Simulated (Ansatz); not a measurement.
Au: response to strain

The reference is Au in the fcc (Cu type) structure (space group Fm-3m, No. 225; a = 4.048 Å; relaxed with 0.1 eV smearing). Axes: x, y, z lie along the cube axes.

Strains are applied to the cell and any free atomic positions relax.

Level of theory: LDA, PAW, 420 eV (Ansatz, an electronic-structure program; no SOC).

Notes on the quantities. energy relative to the base: free energy F; pressure: mean of the normal stresses, compression positive.

```tsv
variant	energy relative to the base	shortest interatomic distance	pressure
base	0 meV/atom	2.862 Å	0.0 GPa
uniaxial strain ε_zz = −3.00 %	+11 meV/atom	2.820 Å	6.5 GPa
uniaxial strain ε_zz = −2.00 %	+4.7 meV/atom	2.834 Å	4.2 GPa
uniaxial strain ε_zz = −1.50 %	+2.6 meV/atom	2.841 Å	3.1 GPa
uniaxial strain ε_zz = −1.00 %	+1.1 meV/atom	2.848 Å	2.0 GPa
uniaxial strain ε_zz = +0.50 %	+0.3 meV/atom	2.862 Å	…
uniaxial strain ε_zz = +1.00 %	+1.1 meV/atom	2.862 Å	-1.9 GPa
uniaxial strain ε_zz = +1.50 %	…	2.862 Å	-2.8 GPa
uniaxial strain ε_zz = +2.00 %	+4.3 meV/atom	2.862 Å	-3.6 GPa
uniaxial strain ε_zz = +3.00 %	…	2.862 Å	-5.2 GPa
```

Q: Fill in the withheld entries from the trend.

A: 
- uniaxial strain ε_zz = +0.50 %, pressure: -1.0 GPa
- uniaxial strain ε_zz = +1.50 %, energy relative to the base: +2.4 meV/atom
- uniaxial strain ε_zz = +3.00 %, energy relative to the base: +9.4 meV/atom

Whether these cells are dynamically stable was not tested.
